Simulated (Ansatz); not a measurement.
Structures of equal composition on the (110) surface of bcc Nb: one row in 4 of the top plane missing; p(2x2), one Nb site of the top plane empty. The slabs share one bottom face, and each structure is named by its start. These are constructed structures in small cells; real faces may alloy, dewet or reconstruct in larger ones, and not all known structures of the face are among them. Slabs of about 12 Å with all that they carry, Fermi-Dirac smearing of 0.1 eV. Bottom of the slabs: a bare face, its two planes held. Relaxed from the named starts with such symmetry as they have, on meshes of like density; energies extrapolated to zero smearing; no spin-orbit coupling, no U. Spin-polarised runs, if any, are marked in brackets, and their order is one that fits the cell; the others ran without spin. The cells differ, so small differences also carry the error of unlike k-meshes.

Method: PBE (plane waves to 420 eV, PAW; Ansatz, a quantum-chemistry and plane-wave program).

Question: Rank these by energy per 1x1 cell (lowest first), as PBE gives it.

Answer: one row in 4 of the top plane missing (0.00 eV), p(2x2), one Nb site of the top plane empty (0.15 eV)
